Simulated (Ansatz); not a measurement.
**GaP, response to strain**

Take GaP in the zinc blende structure (space group F-43m, No. 216; a = 5.4386 Å) as the base.

Strains are applied to the cell and any free atomic positions relax.

Computed with Ansatz (a program for electronic structure), PBEsol, PAW, cutoff 420 eV, no SOC.

```json
[
 {"isotropic strain (%)": "-3", "pressure (GPa)": "9.5"},
 {"isotropic strain (%)": "-1.5", "pressure (GPa)": "4.3"},
 {"isotropic strain (%)": "-1", "pressure (GPa)": "2.7"},
 {"isotropic strain (%)": "-0.5", "pressure (GPa)": "1.3"},
 {"isotropic strain (%)": "0", "pressure (GPa)": "0.0"},
 {"isotropic strain (%)": "0.5", "pressure (GPa)": "-1.2"},
 {"isotropic strain (%)": "1", "pressure (GPa)": "?"},
 {"isotropic strain (%)": "1.5", "pressure (GPa)": "-3.4"},
 {"isotropic strain (%)": "3", "pressure (GPa)": "-6.2"}
]
```

Task: Fit P = P₀ − Bδ + Cδ² with δ = (1 + ε)³ − 1 to the rows shown and predict the withheld row.

Result: Least squares on the printed values gives P₀ = 0.0 GPa, B = 87.7 GPa, C = 233 GPa (largest residual 0.1 GPa); this predicts -2.4 GPa, and the run gives -2.4 GPa, in agreement.

Stability against distortions was not tested.
